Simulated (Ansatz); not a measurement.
Input for (Ru,Rh) alloy cell RhRu3 (hexagonal close-packed start):

Ansatz 0.2 input:
```yaml
crystal:
  lattice:
    - [0.000032229, -4.733993171, -4.33178353]
    - [0.00043688, 4.735821093, -4.333777234]
    - [5.466708502, -0.00068029, 4.33248545]
  atoms:
    - { symbol: Rh, position: [0.583376578, 0.416670586, 0.249071697] }
    - { symbol: Ru, position: [0.204529002, 0.543761343, 0.998693622] }
    - { symbol: Ru, position: [0.705726119, 0.041157792, 0.996874931] }
    - { symbol: Ru, position: [0.335007932, 0.165339096, 0.751130245] }
    - { symbol: Ru, position: [0.465762141, 0.801362461, 0.501286975] }
    - { symbol: Ru, position: [0.95235818, 0.284329671, 0.503025929] }
    - { symbol: Ru, position: [0.082472826, 0.914188197, 0.247063877] }
    - { symbol: Ru, position: [0.837748426, 0.668402027, 0.754760543] }
    - { symbol: Ru, position: [0.542704001, 0.204882683, 0.502126529] }
    - { symbol: Rh, position: [0.164209051, 0.331787997, 0.249631035] }
    - { symbol: Ru, position: [0.667079878, 0.837949239, 0.248479684] }
    - { symbol: Ru, position: [0.289599918, 0.954616781, 0.001351004] }
    - { symbol: Rh, position: [0.416624887, 0.582690523, 0.749470806] }
    - { symbol: Ru, position: [0.916743037, 0.085007348, 0.751715768] }
    - { symbol: Rh, position: [0.042833811, 0.710292345, 0.500604702] }
    - { symbol: Ru, position: [0.79322421, 0.457561908, -0.005287344] }
basis:
  ecutwfc: 420
  ecutrho_ratio: 4
  xc_grid: 2
kpoints:
  mp_grid: { grid: [6, 6, 6] }
hamiltonian:
  xc: pbe
  dispersion: none
  pseudopotentials: { kind: paw }
scf:
  n_extra_bands: 36
  occupations: { method: fermi_dirac, width: 0.05 }
output:
  forces: true
  stress: true
relax:
  f_tol: 0.03
  max_steps: 90
  cell: { stress_tol: 0.15 }
```

All values below come from PBE (plane waves to 420 eV, PAW; Ansatz, an electronic-structure program). Spin–orbit coupling is left out; the runs are not spin-polarised. Its k-point mesh 6×6×6, Fermi–Dirac width 0.05 eV.

Task: Write the closing report of this run, without the band table and long remarks, to eight decimals at most.

Result: 
```
SCF converged after 8 iterations
Free energy (F): -96155.830351 eV
Harris-Foulkes:  -96155.830351 eV  (|F-HF|=1.46e-11)
Internal energy: -96155.710349 eV  (E = F + TS)
E sigma→0 (E₀):  -96155.770350 eV
Entropy (-TS):   -0.120002 eV (-7.500 meV/atom)
Fermi energy:    22.904684 eV
--- Per-component energies (eV) ---
  E_band       = -1076.077635
  E_kinetic    = 8457.625160
  E_local      = -21632.733929  (includes V_loc(G=0)·N_el)
  E_nonlocal   = 5531.557951
  E_hartree    = 7146.471155
  E_xc         = -3173.326688
  E_vxc        = -3983.893679  (∫ρ·V_xc dr)
  E_paw        = -55874.616793  (= ΣΔE_a)
  E_vpaw       = -3741.576675  (= ΣTr[D̂ρ^β])
  E_aug_tail   = 0.001225  (compensation charges beyond the density's cutoff)
  E_ewald      = -36610.688431
  E_smearing   = -0.120002  (= −TS)
  E_closure    = 0.000000  (closes the sum)
  Σ components = -96155.830351   (vs F -96155.830351, Δ=0.00e0)
--- Forces (eV/Å), atoms counted from 1 ---
  atom   1  Rh     0.00263116     0.00142843    -0.00134993
  atom   2  Ru    -0.00062113     0.00134124    -0.00202104
  atom   3  Ru    -0.00028094    -0.00100684    -0.00113428
  atom   4  Ru    -0.00211255    -0.00107759     0.00278747
  atom   5  Ru    -0.00013688    -0.00111718    -0.00388148
  atom   6  Ru    -0.00075537     0.00003217     0.00167254
  atom   7  Ru     0.00195076     0.00179518     0.00012018
  atom   8  Ru    -0.00058168    -0.00191315     0.00101408
  atom   9  Ru    -0.00275714     0.00014823    -0.00123607
  atom  10  Rh    -0.00170958    -0.00367903     0.00018431
  atom  11  Ru     0.00361666     0.00146931     0.00464675
  atom  12  Ru    -0.00636256    -0.00117333     0.00044318
  atom  13  Rh     0.00188634    -0.00125137     0.00015248
  atom  14  Ru    -0.00354213     0.00077832     0.00024293
  atom  15  Rh     0.00100429     0.00391815     0.00014308
  atom  16  Ru     0.00777078     0.00030751    -0.00178422
  max |Σ_I F_I| component: 5.74e-8 eV/Å
--- Stress (GPa, compression-positive) ---
        0.015893      -0.001508       0.001126
       -0.001508      -0.001626      -0.004570
        0.001126      -0.004570       0.004295
  P = ⅓ Tr σ = 0.0062 GPa (0.062 kbar)
--- Relaxed structure (4 steps of the walk, 4 accepted, 1 SCFs on fresh bases) ---
  F+E_penalty+E_count = -96155.83035136 eV   max|allowed force component| = 7.771e-3 eV/Å   (the final SCF, on the basis selected at the relaxed cell)
  cell:  # Å, volume = 221.2324 Å³
    - [0.00216260, -4.71687057, -4.30865805]
    - [0.00103680, 4.71415498, -4.30568315]
    - [5.44465249, 0.00070735, 4.30515374]
  atoms:
    - { symbol: Rh, position: [0.58287835, 0.41645712, 0.24922037] }
    - { symbol: Ru, position: [0.20717714, 0.54327253, 0.99971281] }
    - { symbol: Ru, position: [0.70788171, 0.04146139, 0.99930272] }
    - { symbol: Ru, position: [0.33336311, 0.16594104, 0.74909849] }
    - { symbol: Ru, position: [0.46227612, 0.79647469, 0.50063443] }
    - { symbol: Ru, position: [0.95555619, 0.28716152, 0.50067424] }
    - { symbol: Ru, position: [0.08295134, 0.91622982, 0.24940565] }
    - { symbol: Ru, position: [0.83474629, 0.66742030, 0.75245114] }
    - { symbol: Ru, position: [0.54196174, 0.20619582, 0.50042103] }
    - { symbol: Rh, position: [0.16428515, 0.33052525, 0.24725250] }
    - { symbol: Ru, position: [0.66680897, 0.83588783, 0.25071950] }
    - { symbol: Ru, position: [0.29053365, 0.95711407, 0.00110492] }
    - { symbol: Rh, position: [0.41909881, 0.58333695, 0.75242117] }
    - { symbol: Ru, position: [0.91614286, 0.08363960, 0.74950463] }
    - { symbol: Rh, position: [0.04245362, 0.71065018, 0.50049643] }
    - { symbol: Ru, position: [0.79188495, 0.45823189, -0.00242002] }
```

Cost: around 30 core-minutes (rough).
